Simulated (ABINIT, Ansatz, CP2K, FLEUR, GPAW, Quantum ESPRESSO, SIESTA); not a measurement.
## Code comparison for a sheet of Ta₂N (3 atoms in the cell)

Self-consistent single point.

```
CELL_PARAMETERS angstrom
      2.90553     0.00000     0.00000
     -1.45277     2.51626     0.00000
      0.00000     0.00000    16.35107
ATOMIC_POSITIONS crystal
  N  0.00000 0.00000 0.50000
  Ta 0.33333 0.66667 0.57189
  Ta 0.66667 0.33333 0.42811
```

All programs got the same cell, k-point mesh and kind of occupations (in Ansatz's words: kpoints.mp_grid.grid = 7 7 1; scf.occupations.method = gaussian; scf.occupations.width = 0.05 eV); potentials, basis and cutoffs are each program's usual ones.

```
code                                                                                                                                model  largest force (eV/Å)  k-points           cutoff
----------------  -----------------------------------------------------------------------------------------------------------------------  --------------------  --------  ---------------
FLEUR                                                         PBE, all-electron FLAPW (FLEUR, film geometry), scalar-relativistic valence                 2.849         8  Kmax 4.7 1/bohr
Ansatz                                                                                                             PBE, default PAW files                 2.937         8          default
CP2K                                                              PBE, GPW, DZVP-MOLOPT-SR-GTH basis, GTH-PBE potentials (GTH_POTENTIALS)                 2.603        25      grid 500 Ry
GPAW                                                                                         PBE, GPAW PAW datasets PBE (gpaw-data 1.0.1)                 3.085         8           900 eV
Quantum ESPRESSO                                                          PBE, PseudoDojo standard norm-conserving (PBE) pseudopotentials                 2.931         8            85 Ry
ABINIT                                                                                                        PBE, PAW (JTH v2.0 PBE PAW)                 2.980         8            26 Ha
SIESTA            GGA PBE, numerical atomic orbitals DZP, PseudoDojo PBE standard norm-conserving potentials (rewritten from UPF to PSML)                 3.503        25      grid 400 Ry
```

The spread over the programs that give each value: largest force within 0.900 eV/Å.

The starting cell was generated: these elements placed on a structure prototype, without a prior relaxation; it need not be a known phase or ordering of this composition. Its lattice was rescaled in the plane by a random factor within 2.5 % of one. On Ansatz's run: Spin-orbit coupling is off. Spin polarisation is off; with an odd number of electrons in the cell that forces a metal, and a magnetic state may lie lower. In the base run, forces exceed 1 eV/Å.

Q: Why do the programs differ, and what cannot be compared?

A: Differences of this kind can come from the potentials, where these differ, and from what each basis and cutoff leave unconverged. The valence holds different numbers of electrons (FLEUR 59, Ansatz (a quantum-chemistry and plane-wave program) 31, CP2K 31, GPAW 31, Quantum ESPRESSO 31, ABINIT 31, SIESTA 31). The zero of total energies and Fermi levels follows the potentials and each program's conventions, so they are not compared here. CP2K and SIESTA use small atom-centred bases, whose incompleteness enters pressures, forces and empty levels differently from a plane-wave cutoff. FLEUR treats all electrons, but the usual bases taken here (sphere radii, linearisation, local orbitals, empty states) were not tested for convergence, so the values are no reference for the others. The programs reduce the same mesh by symmetry to different extents, which changes the work and not the result. In the force vectors, FLEUR (by 0.109), CP2K (by 0.356), GPAW (by 0.126) and SIESTA (by 0.545) lie more than 0.08 eV/Å from the median of the plane-wave programs.

Left out of this page: Elk (not drawn, or without a comparable value).

Keys are those of Ansatz 0.2.
